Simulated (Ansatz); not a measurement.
## What Sb interstitial (started 2.82 Å from the nearest host atom), symmetric start does to InSb

Consider a 24-atom supercell of InSb in the zinc blende structure (space group F-43m, No. 216; a = 6.520 Å) at its relaxed geometry.

The change: a neutral Sb interstitial (started 2.82 Å from the nearest host atom), symmetric start, atoms relaxed at fixed cell.

The values are results of PBEsol (Ansatz, a first-principles code), spin-orbit coupling left out, earlier PAW set, not measurements. k-mesh 5×3×5 (Γ-centred); smearing 0.05 eV (Fermi–Dirac).

```json
[
 {"quantity": "pressure", "base": "0.0 GPa", "changed": "1.9 GPa", "shift": "+1.9 GPa"},
 {"quantity": "final site of the added atom", "base": "–", "changed": "4 Sb at 3.01–3.05 Å and 6 In at 3.23–3.32 Å", "shift": "–"}
]
```

Cost of the whole job for the changed cell (relaxation, final SCF and bands): around 50 core-minutes (rough).

In so small a cell the defect repeats every few ångströms: this is an ordered compound, not a dilute defect. The defect started on the symmetric site and kept its symmetry, so it may sit on a saddle. All final runs are without spin polarisation. The defect cell is not spin-polarised.
